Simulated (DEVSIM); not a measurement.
Device: double heterostructure, Ge between p- and n-type Si, at 500 K.

```tsv
layer (left to right)	material	thickness (μm)	Nd (cm⁻³)	Na (cm⁻³)	τn (s)	τp (s)
1	Si	0.310	-	1.8e18	1e-5	1e-5
2	Ge	0.0520	3.2e15	-	1e-5	1e-5
3	Si	0.370	1.6e17	-	1e-5	1e-5
```

Left contact: ohmic. Right contact: ohmic. Voltage is applied to the left contact. Recombination: SRH at mid-gap, radiative. Mobility is constant in doping.

The device is made up for the run: typed textbook-type constants, with dimensions and the other settings drawn at random. Values at 300 K; Nc and Nv go as T^1.5, mobilities as T to minus their exponent, the gap by Varshni's rule with the affinity fixed.

```
parameter               Si        Ge
----------------  --------  --------
gap (eV)             1.124     0.664
affinity (eV)         4.05         4
permittivity          11.7        16
Nc (cm⁻³)          2.86e19   1.04e19
Nv (cm⁻³)           3.1e19      6e18
μn (cm²/Vs)           1417      3900
μp (cm²/Vs)            470      1900
T exponent of μn       2.3      1.66
T exponent of μp       2.2      2.33
B (cm³/s)          4.7e-15   6.4e-14
Varshni α (eV/K)  0.000473  0.000477
Varshni β (K)          636       235
```

Simulated with DEVSIM: 1D drift-diffusion, Boltzmann statistics, complete ionisation; no tunnelling, impact ionisation, image-force lowering or self-heating. Band offsets follow the typed affinities; no thermionic-emission limit at abrupt steps, no polarisation charge.

Question: Tabulate band edges, carrier densities and field at zero bias.

Answer: Energies count from the Fermi level of the right contact; mesh points crowd at the junctions.

```
x (μm)    Ec (eV)  Ev (eV)  n (cm⁻³)  p (cm⁻³)  field (V/cm)
--------  -------  -------  --------  --------  ------------
0.000       0.910   -0.156    4.2e10    1.8e18           ≈ 0
0.005976    0.910   -0.156    4.2e10    1.8e18           ≈ 0
0.01915     0.910   -0.156    4.2e10    1.8e18           ≈ 0
0.04820     0.910   -0.156    4.2e10    1.8e18           ≈ 0
0.1496      0.910   -0.156    4.2e10    1.8e18           ≈ 0
0.2395      0.910   -0.156    4.2e10    1.8e18           ≈ 0
0.2807      0.909   -0.157    4.3e10    1.8e18         -2400
0.3032      0.755   -0.311    1.5e12    4.9e16       -250000
0.3096      0.536   -0.529    2.4e14    3.1e14       -430000
0.3148      0.484   -0.098    3.0e14    1.3e18       -110000
0.3250      0.412   -0.170    1.6e15    2.5e17        -47000
0.3478      0.348   -0.234    7.0e15    5.6e16        -17000
0.3576      0.333   -0.249    9.8e15    4.0e16        -13000
0.3626      0.277   -0.788    9.9e16    7.6e11        -14000
0.3733      0.266   -0.799    1.3e17    5.8e11         -7000
0.3931      0.259   -0.807    1.5e17    4.9e11         -1700
0.4367      0.257   -0.809    1.6e17    4.7e11           -62
0.5334      0.256   -0.809    1.6e17    4.7e11           ≈ 0
0.6666      0.256   -0.809    1.6e17    4.7e11           ≈ 0
0.7052      0.256   -0.809    1.6e17    4.7e11           ≈ 0
0.7226      0.256   -0.809    1.6e17    4.7e11           ≈ 0
0.7320      0.256   -0.809    1.6e17    4.7e11           ≈ 0
```
